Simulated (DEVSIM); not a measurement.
# abrupt Si p-n junction

Structure: abrupt Si p-n junction, at 300 K.

```tsv
layer (left to right)	material	thickness (μm)	Nd (cm⁻³)	Na (cm⁻³)	τn (s)	τp (s)
1	Si	78.0	-	2.7e16	2.8e-8	9.4e-7
2	Si	100	1.2e14	-	9.4e-7	9.4e-7
```

Left contact: ohmic. Right contact: ohmic. Voltage is applied to the left contact. Recombination: SRH at mid-gap. Mobility is μmin + (μ − μmin)/(1 + (N/Nref)^α).

Constants are typed, rounded textbook-type inputs, not results; the design itself was drawn at random and stands for no fabricated device. Values at 300 K.

```
parameter           Si
-------------  -------
gap (eV)         1.124
affinity (eV)     4.05
permittivity      11.7
Nc (cm⁻³)      2.86e19
Nv (cm⁻³)       3.1e19
μn (cm²/Vs)       1417
μp (cm²/Vs)        470
μn,min              52
μp,min              45
Nref,n          9.7e16
Nref,p          2.2e17
αn                0.68
αp                0.72
```

DEVSIM, 1D drift-diffusion, Boltzmann statistics, complete ionisation; no tunnelling, impact ionisation, image-force lowering or self-heating.

```yaml
potential_step_across_the_device_at_zero_bias: 0.622 V
largest_field_in_the_device_at_zero_bias: 9700 V/cm
Dark forward voltage at 1 A/cm²: 0.663 V
```

Small-signal capacitance in reverse bias (quasi-static):

```json
[
 {"V (V)": "-0.4", "C (nF/cm²)": "3.27"},
 {"V (V)": "-1", "C (nF/cm²)": "2.54"},
 {"V (V)": "-2", "C (nF/cm²)": "1.97"},
 {"V (V)": "-3", "C (nF/cm²)": "1.67"},
 {"V (V)": "-4", "C (nF/cm²)": "1.47"},
 {"V (V)": "-6", "C (nF/cm²)": "1.23"},
 {"V (V)": "-8", "C (nF/cm²)": "1.08"},
 {"V (V)": "-10", "C (nF/cm²)": "0.969"},
 {"V (V)": "-13", "C (nF/cm²)": "0.855"},
 {"V (V)": "-16", "C (nF/cm²)": "0.774"},
 {"V (V)": "-20", "C (nF/cm²)": "0.694"}
]
```

Dark forward current:

```json
[
 {"V (V)": "0.05", "J (A/cm²)": "5.6e-8"},
 {"V (V)": "0.15", "J (A/cm²)": "7.9e-7"},
 {"V (V)": "0.30", "J (A/cm²)": "8.1e-5"},
 {"V (V)": "0.40", "J (A/cm²)": "0.0030"},
 {"V (V)": "0.55", "J (A/cm²)": "0.17"},
 {"V (V)": "0.65", "J (A/cm²)": "0.85"},
 {"V (V)": "0.75", "J (A/cm²)": "2.7"},
 {"V (V)": "0.90", "J (A/cm²)": "8.4"},
 {"V (V)": "1.00", "J (A/cm²)": "14"},
 {"V (V)": "1.10", "J (A/cm²)": "22"},
 {"V (V)": "1.25", "J (A/cm²)": "36"},
 {"V (V)": "1.35", "J (A/cm²)": "47"},
 {"V (V)": "1.50", "J (A/cm²)": "66"},
 {"V (V)": "1.60", "J (A/cm²)": "79"}
]
```
